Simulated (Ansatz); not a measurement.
Results of PBEsol (Ansatz, a program for electronic structure, PAW) for LaTiO₂N (Pmma, No. 51, 10 atoms in the cell; start mp-1178120).

Run with plane-wave cutoff 520 eV, 6×10×6 k mesh (along the axes of the cell as run), Fermi–Dirac smearing 0.01 eV, no spin polarisation, scalar-relativistic PAW data made under PBE.

Cell (relaxed with PBEsol):

Space group Pmma (No. 51); a = 5.5821 Å, b = 3.8266 Å, c = 5.6445 Å, α = 90.00°, β = 90.00°, γ = 90.00°

| atom | site | symmetry | x | y | z |
|---|---|---|---|---|---|
| La | 2e | mm2 | 0.7500 | 0.0000 | 0.2312 |
| Ti | 2f | mm2 | 0.2500 | 0.5000 | 0.2693 |
| N | 2d | .2/m. | 0.5000 | 0.5000 | 0.5000 |
| O | 2b | .2/m. | 0.0000 | 0.5000 | 0.0000 |
| O | 2e | mm2 | 0.2500 | 0.0000 | 0.2174 |

Question: What does this level give for the band gap?

Answer: 
- band gap = 0.74 eV

Spin–orbit coupling is not included.

The computed numbers hold no vibrational or temperature effects.

Computing time: around 60 core-seconds (rough).

A start named mp-… is a Materials Project structure, which need not be a measured phase.
